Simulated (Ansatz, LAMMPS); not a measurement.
Si well of 8 atomic layers along [001] in random Si0.8Ge0.2, interfaces sharp

Cell 16.58 × 16.58 × 43.98 Å, Si495Ge81, 576 atoms. Prepared with Tersoff's 1989 multicomponent potential (SiCGe.tersoff) run with LAMMPS: minimisation. 

All values below come from PBE, support functions at accuracy medium on the grid of 370 eV (norm-conserving potentials; Ansatz, a quantum-chemistry and plane-wave program).

Basis: localised support functions (accuracy medium) on a full density matrix. k-points: zone centre alone; occupations: Fermi-Dirac, 0.010 eV; spin polarisation not allowed. Scalar-relativistic, no spin-orbit coupling.

```
Quantity                                                                                    Result
----------------------------------------------  --------------------------------------------------
Kohn-Sham gap of the cell on its k-mesh                                                    0.50 eV
weight of the highest filled level on the well                                                0.23
weight of the lowest empty level on the well                                                  0.70
coordination (neighbours within 2.849 Å)                                            100.0 % 4-fold
Ge-Ge bonds, mean ± spread                                                         2.468 ± 0.004 Å
Ge-Si bonds, mean ± spread                                                         2.420 ± 0.005 Å
Si-Si bonds, mean ± spread                                                         2.378 ± 0.005 Å
bond angles, mean ± spread                                                           109.5° ± 0.9°
pressure                                                                                 -0.63 GPa
cost of the final run                           roughly 40 core-minutes, 15 SCF iterations, 12 GiB
```
